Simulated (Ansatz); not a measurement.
A computed series for Rb2KAsF6: response to strain

Start from Rb₂KAsF₆ (space group Fm-3m, No. 225; a = 9.0834 Å; a cell from a computed database, its experimental status unchecked). Axes: x, y, z lie along the cube axes.

Strains are applied to the cell and any free atomic positions relax; under biaxial strain the out-of-plane vector relaxes too.

Level of theory: Ansatz (a first-principles code), r2SCAN, PAW, cutoff 500 eV, without spin-orbit coupling.

Notes on the quantities. pressure: mean of the normal stresses, compression positive.

```csv
change,pressure,gap character,band gap
base,0.00 GPa,direct at L,4.98 eV
"biaxial strain −0.51 %, plane normal [001], relaxed out of plane",0.32 GPa,"indirect, N → Γ–M (40 % along)",4.97 eV
"biaxial strain +0.82 %, plane normal [111], relaxed out of plane",-0.19 GPa,"indirect, T → L",4.96 eV
isotropic strain −0.52 %,___,direct at L,4.99 eV
uniaxial strain ε_yy = +0.73 %,___,"indirect, N → Γ–M (40 % along)",4.96 eV
uniaxial strain ε_yy = +2.58 %,-0.86 GPa,"indirect, N → Γ–M (40 % along)",___
uniaxial strain ε_zz = −1.54 %,0.64 GPa,"indirect, N → Γ–X (40 % along)",4.97 eV
tensor shear ε_xz = +0.58 %,0.01 GPa,"indirect, R → S",4.97 eV
```

Question: What belongs in the blanks?

Answer: 
- isotropic strain −0.52 %, pressure: 0.62 GPa
- uniaxial strain ε_yy = +0.73 %, pressure: -0.26 GPa
- uniaxial strain ε_yy = +2.58 %, band gap: 4.88 eV

Stability against distortions was not tested. Labels are those of the standard path for the cell's own space group.
